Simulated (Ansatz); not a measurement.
Subject: the formation energy of Hf_Cu in Cu (fcc, Fm-3m). Reaction: Hf (hcp) + 63 Cu (fcc) → cell A.

Cell A: a supercell of 64 sites of Cu (fcc, Fm-3m) with Hf on a Cu site (12 Cu at 2.64 Å); spin state with PBE: run without spin, k-point mesh 5×5×5.
```yaml
crystal:
  lattice:
    - [10.26676, 0.00000, 0.00000]
    - [5.13338, 8.89128, 0.00000]
    - [5.13338, 2.96376, 8.38278]
  atoms:
    - { symbol: Cu, position: [0.00000, 0.00000, 0.00000] }
    - { symbol: Cu, position: [0.00000, 0.00000, 0.24964] }
    - { symbol: Cu, position: [0.00000, 0.00000, 0.50000] }
    - { symbol: Cu, position: [0.00000, 0.00000, 0.75036] }
    - { symbol: Cu, position: [0.00000, 0.24964, 0.00000] }
    - { symbol: Cu, position: [0.00191, 0.24907, 0.24907] }
    - { symbol: Cu, position: [0.00191, 0.24907, 0.49994] }
    - { symbol: Cu, position: [0.00000, 0.24964, 0.75036] }
    - { symbol: Cu, position: [0.00000, 0.50000, 0.00000] }
    - { symbol: Cu, position: [0.00191, 0.49994, 0.24907] }
    - { symbol: Cu, position: [0.00000, 0.50000, 0.50000] }
    - { symbol: Cu, position: [0.99809, 0.50006, 0.75093] }
    - { symbol: Cu, position: [0.00000, 0.75036, 0.00000] }
    - { symbol: Cu, position: [0.00000, 0.75036, 0.24964] }
    - { symbol: Cu, position: [0.99809, 0.75093, 0.50006] }
    - { symbol: Cu, position: [0.99809, 0.75093, 0.75093] }
    - { symbol: Cu, position: [0.24964, 0.00000, 0.00000] }
    - { symbol: Cu, position: [0.24907, 0.00191, 0.24907] }
    - { symbol: Cu, position: [0.24907, 0.00191, 0.49994] }
    - { symbol: Cu, position: [0.24964, 0.00000, 0.75036] }
    - { symbol: Cu, position: [0.24907, 0.24907, 0.00191] }
    - { symbol: Cu, position: [0.25000, 0.25000, 0.25000] }
    - { symbol: Cu, position: [0.24907, 0.24907, 0.49994] }
    - { symbol: Cu, position: [0.25069, 0.25069, 0.74931] }
    - { symbol: Cu, position: [0.24907, 0.49994, 0.00191] }
    - { symbol: Cu, position: [0.24907, 0.49994, 0.24907] }
    - { symbol: Cu, position: [0.24268, 0.50000, 0.50000] }
    - { symbol: Cu, position: [0.24268, 0.50000, 0.75732] }
    - { symbol: Cu, position: [0.24964, 0.75036, 0.00000] }
    - { symbol: Cu, position: [0.25069, 0.74931, 0.25069] }
    - { symbol: Cu, position: [0.24268, 0.75732, 0.50000] }
    - { symbol: Cu, position: [0.25069, 0.74931, 0.74931] }
    - { symbol: Cu, position: [0.50000, 0.00000, 0.00000] }
    - { symbol: Cu, position: [0.49994, 0.00191, 0.24907] }
    - { symbol: Cu, position: [0.50000, 0.00000, 0.50000] }
    - { symbol: Cu, position: [0.50006, 0.99809, 0.75093] }
    - { symbol: Cu, position: [0.49994, 0.24907, 0.00191] }
    - { symbol: Cu, position: [0.49994, 0.24907, 0.24907] }
    - { symbol: Cu, position: [0.50000, 0.24268, 0.50000] }
    - { symbol: Cu, position: [0.50000, 0.24268, 0.75732] }
    - { symbol: Cu, position: [0.50000, 0.50000, 0.00000] }
    - { symbol: Cu, position: [0.50000, 0.50000, 0.24268] }
    - { symbol: Hf, position: [0.50000, 0.50000, 0.50000] }
    - { symbol: Cu, position: [0.50000, 0.50000, 0.75732] }
    - { symbol: Cu, position: [0.50006, 0.75093, 0.99809] }
    - { symbol: Cu, position: [0.50000, 0.75732, 0.24268] }
    - { symbol: Cu, position: [0.50000, 0.75732, 0.50000] }
    - { symbol: Cu, position: [0.50006, 0.75093, 0.75093] }
    - { symbol: Cu, position: [0.75036, 0.00000, 0.00000] }
    - { symbol: Cu, position: [0.75036, 0.00000, 0.24964] }
    - { symbol: Cu, position: [0.75093, 0.99809, 0.50006] }
    - { symbol: Cu, position: [0.75093, 0.99809, 0.75093] }
    - { symbol: Cu, position: [0.75036, 0.24964, 0.00000] }
    - { symbol: Cu, position: [0.74931, 0.25069, 0.25069] }
    - { symbol: Cu, position: [0.75732, 0.24268, 0.50000] }
    - { symbol: Cu, position: [0.74931, 0.25069, 0.74931] }
    - { symbol: Cu, position: [0.75093, 0.50006, 0.99809] }
    - { symbol: Cu, position: [0.75732, 0.50000, 0.24268] }
    - { symbol: Cu, position: [0.75732, 0.50000, 0.50000] }
    - { symbol: Cu, position: [0.75093, 0.50006, 0.75093] }
    - { symbol: Cu, position: [0.75093, 0.75093, 0.99809] }
    - { symbol: Cu, position: [0.74931, 0.74931, 0.25069] }
    - { symbol: Cu, position: [0.75093, 0.75093, 0.50006] }
    - { symbol: Cu, position: [0.75000, 0.75000, 0.75000] }
```

Reference: Hf (hcp, P6₃/mmc), 2 atoms in the cell, k-point mesh 24×24×12 on the run's own vectors. Conventional cell: a = 3.204 Å, b = 3.204 Å, c = 5.072 Å, α = 90.00°, β = 90.00°, γ = 120.00°.

Reference: Cu (fcc, Fm-3m), 64 atoms in the cell, the relaxed perfect crystal repeated, atoms not moved again; spin state with PBE: run without spin, k-point mesh 5×5×5 on the run's own vectors.

Plane-wave PAW calculations with Ansatz (a first-principles code), its default PAW set, cutoff 420 eV, 500 eV for r2SCAN. The structures are at rest with PBE, within the held lattices; other levels are single points on them. Neutral cells; Fermi-Dirac smearing of at most 0.10 eV in the solids, energies taken to zero width. The lattices are those relaxed with PBE, so at other levels the solids can be strained, which adds to the spread. Larger cells are relaxed from a start prepared with the learned potential CHGNet, on a coarser mesh till forces fall under 0.03 eV/Å, which some starts already meet. A dispersion term (D3(BJ), or D4 for r2SCAN) was computed beside these levels and is taken off wherever the name lacks it. The PAW files were made for PBE and serve at the other functionals too. Space groups of crystals are read within 0.01 Å. Static lattices, no vibrational contributions. Cells are local rest points, mostly with their start's symmetry. Spin-orbit coupling is left out. Values are for these cell sizes. Mesh and cell size may move defect energies by 0.1 eV or more. Cell A has symmetry Fm-3m within 0.02 Å and got no random move, so less symmetric positions, which may lie lower, weren't tried.

**Question.** Estimate the value that PBE returns for this input.

**Answer.** 0.35 eV, for Hf (hcp) + 63 Cu (fcc) → cell A.

**Question.** List the value at the remaining levels and say how far they part.

**Answer.** 
```
Functional  value (eV)  less PBE
----------  ----------  --------
r2SCAN            0.08     -0.27
```

The levels shown span 0.27 eV, from r2SCAN (0.08) to PBE (0.35).
